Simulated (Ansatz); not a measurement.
Ansatz (a program for electronic structure) run on Fe3Sb (P1, 8 atoms in the cell): relaxation of the atoms.

Level of theory: PBEsol, PAW files made with PBE (plane waves; Ansatz).

The change in words: atoms moved at random; scf.convergence.dr2_threshold: default (1e-07 eV) → 0.001 eV; relax: default → atoms; relax.f_tol: default → 0.03 eV/Å. Reference geometry:
```xyz
8
Lattice="5.4938 0.0000 0.0000 -2.7469 4.7578 0.0000 0.0000 0.0000 4.3595" Properties=species:S:1:pos:R:3 pbc="T T T"
Fe     1.2545     0.7243     3.2696
Fe     1.4924     4.0335     1.0899
Fe     0.0000     1.4486     1.0899
Fe     2.7469     3.3092     3.2696
Fe     4.2393     0.7243     3.2696
Fe    -1.4924     4.0335     1.0899
Sb     2.7469     1.5859     1.0899
Sb     0.0000     3.1718     3.2696
```
Moments meant for the start (each program seeds them in its own way; μB, in the order of the atoms Fe Fe Fe Fe Fe Fe Sb Sb): 4.0 4.0 4.0 4.0 4.0 4.0 0.0 0.0.

Reference input (self-consistent single point, DFT, PBEsol, plane waves, PAW files made with PBE): kpoints.mp_grid.grid = 5 5 5; hamiltonian.xc = pbesol; hamiltonian.pseudopotentials = {kind: paw} (the program's default PAW files); magnetization.spin_polarized = true; scf.occupations.method = cold; scf.occupations.width = 0.2 eV. This run's input differs from it in these lines:

Ansatz 0.2 input:
```diff
@@ -7,10 +7,10 @@
   atoms:
-    - { symbol: Fe, position: [0.304470, 0.152235, 0.750000], spin: 4.0 }
-    - { symbol: Fe, position: [0.695530, 0.847765, 0.250000], spin: 4.0 }
-    - { symbol: Fe, position: [0.152235, 0.304470, 0.250000], spin: 4.0 }
-    - { symbol: Fe, position: [0.847765, 0.695530, 0.750000], spin: 4.0 }
-    - { symbol: Fe, position: [0.847765, 0.152235, 0.750000], spin: 4.0 }
-    - { symbol: Fe, position: [0.152235, 0.847765, 0.250000], spin: 4.0 }
-    - { symbol: Sb, position: [0.666667, 0.333333, 0.250000] }
-    - { symbol: Sb, position: [0.333333, 0.666667, 0.750000] }
+    - { symbol: Fe, position: [0.305861, 0.161496, 0.747034], spin: 4.0 }
+    - { symbol: Fe, position: [0.694144, 0.851522, 0.254213], spin: 4.0 }
+    - { symbol: Fe, position: [0.151140, 0.304930, 0.249953], spin: 4.0 }
+    - { symbol: Fe, position: [0.854759, 0.697925, 0.744989], spin: 4.0 }
+    - { symbol: Fe, position: [0.846115, 0.149039, 0.753080], spin: 4.0 }
+    - { symbol: Fe, position: [0.150401, 0.841220, 0.250710], spin: 4.0 }
+    - { symbol: Sb, position: [0.666129, 0.331033, 0.253221] }
+    - { symbol: Sb, position: [0.331451, 0.662835, 0.746799] }
 kpoints:
@@ -29,2 +29,6 @@
     width: 0.2
+  convergence:
+    dr2_threshold: 1.0e-03 eV
+relax:
+  f_tol: 0.03
 output:
```

Output, abridged:

```
   [... SCF lines of the steps left out ...]
relax step   1: F+E_penalty+E_count = -39508.54882637 eV  Δ(F+E_penalty+E_count) = +0.000e0 eV  max|allowed force component| = 4.348e-1 eV/Å  Δτ_max = 0.0000 Å  (12 SCF iters, accepted)
relax step   2: F+E_penalty+E_count = -39508.58672752 eV  Δ(F+E_penalty+E_count) = -3.790e-2 eV  max|allowed force component| = 2.080e-1 eV/Å  Δτ_max = 0.0328 Å  (6 SCF iters, accepted)
relax step   3: F+E_penalty+E_count = -39508.60166759 eV  Δ(F+E_penalty+E_count) = -1.494e-2 eV  max|allowed force component| = 1.286e-2 eV/Å  Δτ_max = 0.0384 Å  (7 SCF iters, accepted)
solved again in the potential of the output density, not every published eigenvalue holds within its bar …
the relaxation's final electronic state is not compared with the one that a single-point calculation of its input finds at the relaxed geometry …
Stability not checked (fill_not_monotonic)
Magnetization: 15.0779 μB (70.5389 up, 55.4611 down)
   [... lines left out ...]
Absolute magnetization: 15.6575 μB (∫|ρ↑−ρ↓|, with the PAW one-centre terms)
Free energy (F): -39508.601668 eV
Fermi energy:    17.216414 eV
   [... lines left out ...]
    - { symbol: Fe, position: [0.8507354299683559, 0.1490605721035029, 0.7500155195425524] }
    - { symbol: Fe, position: [0.1491936185626177, 0.850714988671874, 0.24998739129641] }
    - { symbol: Sb, position: [0.6666163510820053, 0.3333910462261487, 0.24982967926951202] }
    - { symbol: Sb, position: [0.3333936634699373, 0.6667336449193061, 0.7501712651070769] }
```

The run converged. 

Summary of the result:
| Quantity | Value |
|---|---|
| Free energy E − TS (on the zero of these files) | -39508.6017 eV |
| Fermi level (on the code's own zero) | 17.22 eV |
| Pressure | -6.19 GPa |
| Largest force (vector length) | 0.015 eV/Å |
| Size of the cell's spin moment | 15.08 μB |
| Relaxation steps | 3 |

The starting cell comes from a database of computed structures (which also holds hypothetical and non-ambient phases and stackings), without a prior relaxation at this level. For this run, on top of that: atoms moved at random. The magnetic order is the one reached from the typed start; others were not searched systematically. Ansatz's pressure includes its estimate of the finite-basis (Pulay) stress.

Cost on one core of a shared machine: roughly 3 min.
